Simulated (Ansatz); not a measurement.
Reference: ZnS (F-43m), r2SCAN with spin-orbit coupling, rigid bands (plane waves, PAW; Ansatz, an electronic-structure program); axes and stresses refer to this cell.

```
ZnS
1.0
    0.00000     2.67826     2.67826
    2.67826     0.00000     2.67826
    2.67826     2.67826     0.00000
Zn S
1 1
Direct
  0.00000   0.00000   0.00000
  0.25000   0.25000   0.25000
```

The band gap comes out as 2.77 eV. The hole conductivity mass is 0.85 mₑ and the Seebeck coefficient, n-type 1e19 cm⁻³ is -117 μV/K.

| Change | band gap | hole conductivity mass | Seebeck coefficient, n-type 1e19 cm⁻³ |
|---|---|---|---|
| biaxial stress in (001) of 3 GPa (compression positive) | ? | 0.63 mₑ | -119 μV/K |
| biaxial stress in (111) of -2 GPa (compression positive) | 2.62 eV | 0.64 mₑ | -116 μV/K |
| biaxial stress in (111) of -4 GPa (compression positive) | ? | 0.59 mₑ | -115 μV/K |
| uniaxial stress along [001] of -3 GPa (compression positive) | 2.62 eV | 0.66 mₑ | -116 μV/K |
| uniaxial stress along [001] of -5 GPa (compression positive) | 2.50 eV | ? | -115 μV/K |
| uniaxial stress along [001] of 3 GPa (compression positive) | 2.67 eV | 0.58 mₑ | ? |

### Question
Fill in the missing entries.

### Answer

- biaxial stress in (001) of 3 GPa (compression positive), band gap: 2.79 eV
- biaxial stress in (111) of -4 GPa (compression positive), band gap: 2.45 eV
- uniaxial stress along [001] of -5 GPa (compression positive), hole conductivity mass: 0.63 mₑ
- uniaxial stress along [001] of 3 GPa (compression positive), Seebeck coefficient, n-type 1e19 cm⁻³: -118 μV/K

Masses are for dilute carriers at 300 K, harmonic means over directions unless an axis is named. Seebeck coefficients are for the stated density at 300 K, with one relaxation time for all states and whether or not that doping can be reached. Stresses and pressures are the targets of the relaxation.  The structure type is held under load, also where the real crystal would transform.
